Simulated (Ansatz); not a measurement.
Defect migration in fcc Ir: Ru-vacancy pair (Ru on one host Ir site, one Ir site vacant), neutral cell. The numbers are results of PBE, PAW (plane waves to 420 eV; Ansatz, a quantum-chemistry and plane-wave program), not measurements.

Cell of 32 host sites held at the relaxed PBE lattice; a 2×2×2 k-point mesh shifted by half a step; Fermi-Dirac width 0.10 eV, spin-restricted; finite-size errors left in. Static, classical nuclei. Spin-orbit coupling is left out. Forms of the defect that were not tried may lie lower.

Barriers: single points on a 4×4×4 k-point mesh shifted by half a step at the bands' geometries (they differ from the bands' own by up to 0.22 eV, and are uncertain by about as much).

Relaxed starting cell (atoms counted from 1):

```yaml
crystal:
  lattice:
    - [7.74197, 0.00000, 0.00000]
    - [0.00000, 7.74197, 0.00000]
    - [0.00000, 0.00000, 7.74197]
  atoms:
    - { symbol: Ru, position: [0.99888, 0.99906, 0.00081] }
    - { symbol: Ir, position: [0.99891, 0.00194, 0.49970] }
    - { symbol: Ir, position: [0.99887, 0.49799, 0.00368] }
    - { symbol: Ir, position: [0.99891, 0.49770, 0.49948] }
    - { symbol: Ir, position: [0.49892, 0.00004, 0.00180] }
    - { symbol: Ir, position: [0.49890, 0.99967, 0.50221] }
    - { symbol: Ir, position: [0.49894, 0.50045, 0.00142] }
    - { symbol: Ir, position: [0.49883, 0.50027, 0.50200] }
    - { symbol: Ir, position: [0.99891, 0.24945, 0.75282] }
    - { symbol: Ir, position: [0.99884, 0.75103, 0.25121] }
    - { symbol: Ir, position: [0.99886, 0.75171, 0.75352] }
    - { symbol: Ir, position: [0.49888, 0.24990, 0.25168] }
    - { symbol: Ir, position: [0.49884, 0.25003, 0.75184] }
    - { symbol: Ir, position: [0.49889, 0.75007, 0.25184] }
    - { symbol: Ir, position: [0.49887, 0.74994, 0.75170] }
    - { symbol: Ir, position: [0.24684, 0.00168, 0.25110] }
    - { symbol: Ir, position: [0.24846, 0.99993, 0.75263] }
    - { symbol: Ir, position: [0.24776, 0.49888, 0.25194] }
    - { symbol: Ir, position: [0.24869, 0.50033, 0.75195] }
    - { symbol: Ir, position: [0.75097, 0.00174, 0.25112] }
    - { symbol: Ir, position: [0.74931, 0.99992, 0.75265] }
    - { symbol: Ir, position: [0.75011, 0.49883, 0.25198] }
    - { symbol: Ir, position: [0.74904, 0.50031, 0.75188] }
    - { symbol: Ir, position: [0.24673, 0.24934, 0.00357] }
    - { symbol: Ir, position: [0.24763, 0.25020, 0.50058] }
    - { symbol: Ir, position: [0.24846, 0.75087, 0.00172] }
    - { symbol: Ir, position: [0.24866, 0.75011, 0.50212] }
    - { symbol: Ir, position: [0.75087, 0.24936, 0.00349] }
    - { symbol: Ir, position: [0.75007, 0.25021, 0.50060] }
    - { symbol: Ir, position: [0.74931, 0.75090, 0.00171] }
    - { symbol: Ir, position: [0.74908, 0.75014, 0.50212] }
```

End state 1 differs by these moves (Å; atoms that move under 0.08 Å are left out):

| atom | element | Δx | Δy | Δz |
|---|---|---|---|---|
| 1 | Ru | 0.00 | 1.95 | 1.95 |

Problem. What is the computed forward and backward barriers to end state 1 (PBE, PAW)?

Solution. forward 2.70 eV, backward 2.70 eV; at the saddle point atom 1 has neighbours 2 Ir at 2.50, 2 Ir at 2.51, 2 Ir at 2.99, 2 Ir at 3.03 Å. The saddle point's order was not checked, and it lies on a symmetry element of the cell, where a band can be held.

End state 2 differs by these moves (Å; atoms that move under 0.08 Å are left out):

| atom | element | Δx | Δy | Δz |
|---|---|---|---|---|
| 16 | Ir | -1.91 | 1.91 | 0.00 |

Problem. Estimate the forward and backward barriers to end state 2 that PBE, PAW returns for this input.

Solution. forward 2.58 eV, backward 2.58 eV; at the saddle point atom 16 has neighbours Ir at 2.47, Ir at 2.57, Ir at 2.59, 2 Ir at 2.79; Ru at 2.43 Å. The saddle point's order was not checked, and it lies on a symmetry element of the cell, where a band can be held.
